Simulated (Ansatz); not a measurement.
For Sc2Al (P6₃/mmc, No. 194; structure not from a measured cell), LDA (Ansatz, an electronic-structure program, plane waves, PAW) gives:

- lattice parameter a: 4.794 Å
- lattice parameter c: 6.011 Å

Task: What does r²SCAN (plane waves, PAW; Ansatz) give for the same quantities?

Result: 
- lattice constant a: 4.887 Å (increases by 1.9 %)
- lattice parameter c: 6.171 Å (increases by 2.7 %)

Changes are worked out from the printed values.

Unless a cell is named, each level is at its own relaxed cell (LDA 19.94, r²SCAN 21.27 Å³/atom).

Caveats: the relaxation could not lower the start's symmetry, so the cell can be a saddle point above a distorted one (LDA, r²SCAN). Ansatz's density-functional and Hartree–Fock values are scalar-relativistic unless marked +SOC, with PAW data made under PBE.
